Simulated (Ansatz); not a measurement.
# WSe2: biaxial strain −1.20 %, plane normal [001], relaxed out of plane

Base system: WSe₂ (space group P6_3/mmc, No. 194; a = 3.279 Å, c = 12.786 Å; layered, stacked along the Cartesian z axis). Axes: x lies along a and z along c of the hexagonal cell.

Modification: biaxial strain −1.20 %, plane normal [001], relaxed out of plane (Cartesian); in-plane vectors clamped, the third vector and the atoms free.

Calculations: Ansatz (a first-principles code), PBE-D3(BJ), PAW, cutoff 420 eV, no spin-orbit coupling. Γ-centred 12×12×3 mesh, Fermi–Dirac width 0.05 eV.

The volume per atom falls by 0.38 Å³ (19.84 Å³ → 19.46 Å³) and the space group remains P6_3/mmc (No. 194). The shortest interatomic distance drops by 0.007 Å to 2.527 Å and the pressure (mean of the normal stresses, compression positive) goes from zero to 1.96 GPa. The band gap grows by 0.02 eV (0.87 eV → 0.89 eV) and the gap character stays indirect, Γ → K–Γ (47 % along). The smallest direct gap rises by 0.16 eV to 1.73 eV and the width of the top valence band falls by 0.125 eV, from 1.52 eV to 1.40 eV. The valence-band top at Γ (three highest levels, from the VBM) changes from 0.00, -0.96, -1.20 eV to 0.00, -1.00, -1.24 eV and the out-of-plane strain comes out as +0.46 %. The ratio −ε⊥/ε∥ comes out as 0.38 and the mean in-plane stress (compression positive) comes out as +2.9 GPa.

Final structure (turned so that z lies along the plane normal):

```
WSe2
1.0
    3.23969     0.00000     0.00000
    1.61984     2.80565     0.00000
    0.00000     0.00000    12.84502
W Se
2 4
Direct
  0.66667   0.66667   0.75000
  0.33333   0.33333   0.25000
  0.66667   0.66667   0.38229
  0.33333   0.33333   0.88229
  0.33333   0.33333   0.61771
  0.66667   0.66667   0.11771
```

Cost of the whole job for the changed cell (relaxation, final SCF and bands): very roughly 110 core-seconds.

With W present, leaving out spin-orbit coupling can change the band edges. Stability against distortions was not tested.
